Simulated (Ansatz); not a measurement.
Base system: PbSe in the rock salt structure (space group Fm-3m, No. 225; a = 6.0408 Å). Axes: x, y, z lie along the cube axes.

Calculations: LDA (Ansatz, a first-principles code), without spin-orbit coupling.

Strains are applied to the cell and any free atomic positions relax; under biaxial strain the out-of-plane vector relaxes too.

One change was made to it. Results:

The pressure (mean of the normal stresses, compression positive) goes from zero to 2.4 GPa; the volume per atom falls by 1.009 Å³ (27.55 Å³ → 26.55 Å³); the energy goes up by 12 meV/atom.

Q: Which change produced these results?
A) biaxial strain +2.50 %, plane normal [001], relaxed out of plane
B) biaxial strain −2.00 %, plane normal [001], relaxed out of plane
C) biaxial strain +2.00 %, plane normal [001], relaxed out of plane
D) biaxial strain −1.00 %, plane normal [001], relaxed out of plane
E) biaxial strain +1.50 %, plane normal [001], relaxed out of plane

A: B, biaxial strain −2.00 %, plane normal [001], relaxed out of plane. For comparison, the energy relative to the base in the other runs: biaxial strain −1.00 %, plane normal [001], relaxed out of plane gives +2.9 meV/atom; biaxial strain +2.00 %, plane normal [001], relaxed out of plane gives +10 meV/atom; biaxial strain +2.50 %, plane normal [001], relaxed out of plane gives +16 meV/atom; biaxial strain +1.50 %, plane normal [001], relaxed out of plane gives +5.9 meV/atom.

Stability against distortions was not tested. The final runs are not spin-polarised. Gaps under 0.05 eV, about the width of the smearing, are given as zero.
